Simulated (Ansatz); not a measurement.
Consider the formation energy of the neutral V_O in ZnO (wurtzite, P6₃mc). Reaction: Zn (hcp) + 47 ZnO (wurtzite) → cell A.

Cell A: a supercell of 96 sites of ZnO (wurtzite, P6₃mc) with one empty O site amid 4 Zn; spin state with PBE: run without spin, k-point mesh 3×2×2.
```xyz
95
Lattice="9.8397 0.0000 0.0000 0.0000 11.3619 0.0000 0.0000 0.0000 10.5882" Properties=species:S:1:pos:R:3 pbc="T T T"
Zn     1.6464     0.9440     2.6528
Zn     9.8397     1.8888     0.0023
O      1.6587     0.9424     4.6629
O      9.8397     1.8851     2.0135
Zn     0.0000     3.7827     2.6469
Zn     1.6428     4.7367    -0.0054
O      0.0000     3.7869     4.6592
O      1.6380     4.7343     2.0061
Zn     1.6456     0.9456     7.9378
Zn     9.8397     1.8796     5.2928
O      1.6442     0.9459     9.9492
O      9.8397     1.8888     7.3009
Zn     0.0000     3.7837     7.9433
Zn     1.6429     4.7392     5.3011
O      0.0000     3.7860     9.9523
O      1.6397     4.7348     7.3072
Zn     1.6419     6.6246     2.6574
Zn     9.8397     7.5719    -0.0041
O      1.6755     6.6402     4.6668
O      9.8397     7.5690     2.0107
Zn     0.0000     9.4681     2.6469
Zn     1.6464    10.4114    -0.0019
O      0.0000     9.4700     4.6544
O      1.6490    10.4081     2.0110
Zn     1.6519     6.6358     7.9304
Zn     9.8397     7.5747     5.2948
O      1.6508     6.6356     9.9474
O      9.8397     7.5730     7.3024
Zn     0.0000     9.4702     7.9412
Zn     1.6599    10.3922     5.2929
O      0.0000     9.4694     9.9509
O      1.6464    10.4096     7.3012
Zn     4.9198     0.9495     2.6465
Zn     3.2815     1.9019    -0.0013
O      4.9198     0.9429     4.6558
O      3.2814     1.9063     2.0110
Zn     3.2802     3.7983     2.6563
Zn     4.9198     4.7510     0.0379
O      3.3156     3.8358     4.6655
O      4.9198     4.7793     2.0523
Zn     4.9198     0.9467     7.9431
Zn     3.2953     1.9249     5.2951
O      4.9198     0.9452     9.9519
O      3.2836     1.9033     7.3024
Zn     3.2958     3.8017     7.9307
Zn     4.9198     4.9317     5.2322
O      3.2933     3.7985     9.9472
O      4.9198     4.7598     7.2509
Zn     4.9198     6.6271     2.8614
Zn     3.2914     7.5650     0.0385
O      3.3159     7.5497     2.0546
Zn     3.2880     9.4616     2.6556
Zn     4.9198    10.4096    -0.0064
O      3.3009     9.4125     4.6642
O      4.9198    10.4168     2.0052
Zn     4.9198     6.6290     7.9577
Zn     3.4295     7.4795     5.2351
O      4.9198     6.6291     9.9519
O      3.2973     7.5610     7.2528
Zn     3.2824     9.4474     7.9313
Zn     4.9198    10.4089     5.3000
O      3.2815     9.4498     9.9474
O      4.9198    10.4134     7.3069
Zn     8.1933     0.9440     2.6528
Zn     6.5582     1.9019    -0.0013
O      8.1810     0.9424     4.6629
O      6.5583     1.9063     2.0110
Zn     6.5595     3.7983     2.6563
Zn     8.1969     4.7367    -0.0054
O      6.5241     3.8358     4.6655
O      8.2016     4.7343     2.0061
Zn     8.1941     0.9456     7.9378
Zn     6.5444     1.9249     5.2951
O      8.1955     0.9459     9.9492
O      6.5561     1.9033     7.3024
Zn     6.5439     3.8017     7.9307
Zn     8.1968     4.7392     5.3011
O      6.5464     3.7985     9.9472
O      8.2000     4.7348     7.3072
Zn     8.1978     6.6246     2.6574
Zn     6.5483     7.5650     0.0385
O      8.1642     6.6402     4.6668
O      6.5238     7.5497     2.0546
Zn     6.5517     9.4616     2.6556
Zn     8.1933    10.4114    -0.0019
O      6.5387     9.4125     4.6642
O      8.1907    10.4081     2.0110
Zn     8.1878     6.6358     7.9304
Zn     6.4102     7.4795     5.2351
O      8.1889     6.6356     9.9474
O      6.5424     7.5610     7.2528
Zn     6.5573     9.4474     7.9313
Zn     8.1798    10.3922     5.2929
O      6.5582     9.4498     9.9474
O      8.1933    10.4096     7.3012
```

Reference: Zn (hcp, P6₃/mmc), 2 atoms in the cell, k-point mesh 30×30×12 on the run's own vectors. Conventional cell: a = b = 2.6470 Å, c = 5.0248 Å, α = β = 90.00°, γ = 120.00°.

Reference: ZnO (wurtzite, P6₃mc), 96 atoms in the cell, the relaxed perfect crystal repeated, atoms not moved again, k-point mesh 3×2×2 on the run's own vectors.

Computed with Ansatz (plane waves, PAW), its PAW set soft_1, cutoff 420 eV. The structures are at rest with PBE, within the held lattices. Neutral cells; Fermi-Dirac smearing of at most 0.10 eV in the solids, energies taken to zero width. Larger cells are relaxed from a start prepared with the learned potential CHGNet, on a coarser mesh till forces fall under 0.03 eV/Å, which some starts already meet. A dispersion term (D3(BJ), or D4 for r2SCAN) was computed beside these levels and is taken off wherever the name lacks it. No zero-point or thermal terms. No structure search was made; lower ones may exist. No correction for cell size. Mesh and cell size may move defect energies by 0.1 eV or more. The value holds for the reservoirs listed; other chemical potentials shift it. Cell A has symmetry Pm within 0.02 Å and got no random move, so less symmetric positions, which may lie lower, weren't tried.

### Question
What value does PBE give?

### Answer
0.80 eV, for Zn (hcp) + 47 ZnO (wurtzite) → cell A.

Ansatz is a first-principles code.
